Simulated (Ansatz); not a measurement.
## WC: pressure −2 GPa

Consider WC (space group P-6m2, No. 187; a = 2.9219 Å, c = 2.8471 Å).

Now apply this change: hydrostatic tension (pressure −2 GPa).

Method: PBE/PAW in Ansatz (a quantum-chemistry and plane-wave program), spin-orbit coupling left out. k-mesh 18×18×16 (Γ-centred); smearing 0.05 eV (Fermi–Dirac).

The density decreases by 0.08 g/cm³, from 15.45 g/cm³ to 15.37 g/cm³ and the lattice parameter a grows by 0.011 bohr, from 5.521 bohr to 5.532 bohr. The c/a ratio stays 0.974 and the shortest interatomic distance goes up by 0.007 bohr to 4.178 bohr. The enthalpy H = E + PV relative to the base's energy is -0.13 eV/atom and the band gap stays zero.

Cost of the whole job for the changed cell (relaxation, final SCF and bands): roughly 40 core-seconds.

Load acts through the strain it causes; cell and atoms are relaxed under it. No phonon test of stability was made. The final runs are not spin-polarised.
